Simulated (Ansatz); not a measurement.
Consider LiNbO3 (space group R3c, No. 161; a = 5.190 Å, c = 14.015 Å (hexagonal axes)).

Structures relaxed with Ansatz (a quantum-chemistry and plane-wave program), PBE, PAW, cutoff 420 eV, without spin-orbit coupling.

Base:

Simulated powder pattern, Cu Kα1, λ = 1.54056 Å (kinematic, ideal powder, no thermal factors, no anomalous dispersion; the 10 strongest lines at most, above 2 %, up to 2θ = 90°):

| 2θ (°) | I/Imax (%) | hkl |
|---|---|---|
| 23.50 | 100 | (012) |
| 32.37 | 39 | (104) |
| 34.54 | 23 | (110) |
| 42.20 | 12 | (202) |
| 48.06 | 19 | (024) |
| 52.68 | 27 | (116) |
| 55.62 | 16 | (122) |
| 56.32 | 8.0 | (018) |
| 60.52 | 14 | (214) |
| 61.88 | 12 | (300) |

The change: cell and atoms relaxed at a pressure of 5 GPa.

Q: How do the reflections move or split?

A: 
Simulated powder pattern, Cu Kα1, λ = 1.54056 Å (kinematic, ideal powder, no thermal factors, no anomalous dispersion; the 10 strongest lines at most, above 2 %, up to 2θ = 90°):

```json
[
 {"2θ (°)": "23.84", "d (Å)": "3.729", "I/Imax (%)": "100", "hkl": "(012)"},
 {"2θ (°)": "32.82", "d (Å)": "2.726", "I/Imax (%)": "40", "hkl": "(104)"},
 {"2θ (°)": "35.09", "d (Å)": "2.555", "I/Imax (%)": "23", "hkl": "(110)"},
 {"2θ (°)": "42.87", "d (Å)": "2.108", "I/Imax (%)": "14", "hkl": "(202)"},
 {"2θ (°)": "48.80", "d (Å)": "1.864", "I/Imax (%)": "18", "hkl": "(024)"},
 {"2θ (°)": "53.46", "d (Å)": "1.712", "I/Imax (%)": "27", "hkl": "(116)"},
 {"2θ (°)": "56.55", "d (Å)": "1.626", "I/Imax (%)": "16", "hkl": "(122)"},
 {"2θ (°)": "57.11", "d (Å)": "1.612", "I/Imax (%)": "8.2", "hkl": "(018)"},
 {"2θ (°)": "61.52", "d (Å)": "1.506", "I/Imax (%)": "15", "hkl": "(214)"},
 {"2θ (°)": "62.94", "d (Å)": "1.475", "I/Imax (%)": "12", "hkl": "(300)"}
]
```

The indices refer to the base's conventional cell; one index is shown for lines that coincide.

Load acts through the strain it causes; cell and atoms are relaxed under it. Stability against distortions was not tested. No other phases were tried under pressure.
